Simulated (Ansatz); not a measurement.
Ti4AlN3 (P6₃/mmc, No. 194) was calculated with rVV10 (Ansatz, a quantum-chemistry and plane-wave program, PAW).

Settings: plane-wave cutoff 520 eV, 24×24×4 k mesh (along the axes of the cell as run), Fermi–Dirac smearing 0.05 eV, no spin polarisation, scalar-relativistic PAW data made under PBE.

Results at a series of volumes:

| V (Å³/atom) | E − E_lowest (meV/atom) | P (GPa) |
|---|---|---|
| 11.069 | 12.04 | 8.69 |
| 11.300 | 2.89 | 4.11 |
| 11.530 | 0.00 | 0.00 |
| 11.761 | 2.72 | -3.70 |
| 11.991 | 10.46 | -7.00 |

Problem. Estimate the bulk modulus from the pressures at 11.300 and 11.761 Å³/atom, and compare it with a fit to all energies.

Solution. B = −V dP/dV. Between V = 11.300 and 11.761 Å³/atom, dP/dV = (-3.70 − (4.11))/(11.761 − 11.300) = -16.9 GPa per Å³/atom; at the midpoint 11.530 Å³/atom this gives B ≈ 195 GPa. The third-order Birch–Murnaghan fit gives V0 = 11.530 Å³/atom, B0 = 195 GPa, B′ = 4.4, which lies within 1 % of that estimate.

Shape and atoms are relaxed at each volume.

Measured, for comparison: bulk modulus 216 ± 2 GPa (room temperature, no zero-point or thermal correction; as tabulated in High pressure study of Ti4AlN3 to 55 GPa). Computed (rounded) less measured: bulk modulus -10 %.

Note: the run has no spin polarisation, so it can have missed a magnetic state; the bulk modulus comes from volumes at which shape and atoms were relaxed.
